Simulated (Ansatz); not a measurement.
Take Sn (space group I4_1/amd, No. 141; a = 5.833 Å, c = 3.158 Å) as the base.

The values are results of DFT with PBEsol, PAW potentials and a 420 eV plane-wave cutoff in Ansatz (an electronic-structure program), spin-orbit coupling left out, not measurements.

One change was made to it. Results:

The volume per atom drops by 4.82 Å³ to 22.04 Å³; the c/a ratio stays 0.541.

Task: Which of these changes matches the shifts?
A. pressure −2 GPa
B. pressure −1 GPa
C. pressure 60 GPa
D. pressure 18 GPa

Result: D, pressure 18 GPa. For comparison, the volume per atom in the other runs: pressure −2 GPa gives 27.95 Å³; pressure 60 GPa gives 17.96 Å³; pressure −1 GPa gives 27.38 Å³.

Load acts through the strain it causes; cell and atoms are relaxed under it. Stability against distortions was not tested. Measured, Sn leaves this structure (for a body-centred tetragonal phase) near 8 GPa (temperature not stated; as listed in Olga Degtyareva, NATO science for peace and security series. B, Physics and biophysics (2010)).
